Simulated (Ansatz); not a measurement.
Start from Ti in the hcp (Mg type) structure (space group P6_3/mmc, No. 194; a = 2.9398 Å, c = 4.6540 Å; relaxed with 0.1 eV smearing). Axes: x lies along a and z along c of the hexagonal cell.

Structures relaxed with DFT with PBE, PAW potentials and a 420 eV plane-wave cutoff in Ansatz (a program for electronic structure), spin-orbit coupling left out.

Base:

Simulated powder pattern, Cu Kα1, λ = 1.54056 Å (kinematic, ideal powder, no thermal factors, no anomalous dispersion; the 14 strongest lines at most, above 2 %, up to 2θ = 90°):

```csv
2θ (°),I/Imax (%),hkl
35.22,25,(100)
38.66,25,(002)
40.35,100,(101)
53.29,14,(102)
63.21,15,(110)
71.10,15,(103)
74.47,2.2,(200)
76.61,16,(112)
77.71,12,(201)
82.91,2.2,(004)
87.22,2.9,(202)
```

After one change:

Simulated powder pattern, Cu Kα1, λ = 1.54056 Å (kinematic, ideal powder, no thermal factors, no anomalous dispersion; the 14 strongest lines at most, above 2 %, up to 2θ = 90°):

| 2θ (°) | I/Imax (%) |
|---|---|
| 36.16 | 24 |
| 37.82 | 28 |
| 40.98 | 100 |
| 53.32 | 14 |
| 65.02 | 15 |
| 70.44 | 17 |
| 76.72 | 2.1 |
| 77.75 | 16 |
| 79.80 | 11 |
| 80.81 | 2.5 |
| 88.88 | 2.9 |

**Question.** Which of these changes matches the shifts?
A) biaxial strain −3.00 %, plane normal [001], relaxed out of plane
B) biaxial strain −2.50 %, plane normal [001], relaxed out of plane
C) biaxial strain −1.50 %, plane normal [001], relaxed out of plane
D) biaxial strain +1.50 %, plane normal [001], relaxed out of plane

**Answer.** B, biaxial strain −2.50 %, plane normal [001], relaxed out of plane. Its volume per atom is 16.91 Å³ against 17.42 Å³, and its space group is P6_3/mmc (No. 194).

No phonon test of stability was made. The final runs are not spin-polarised.
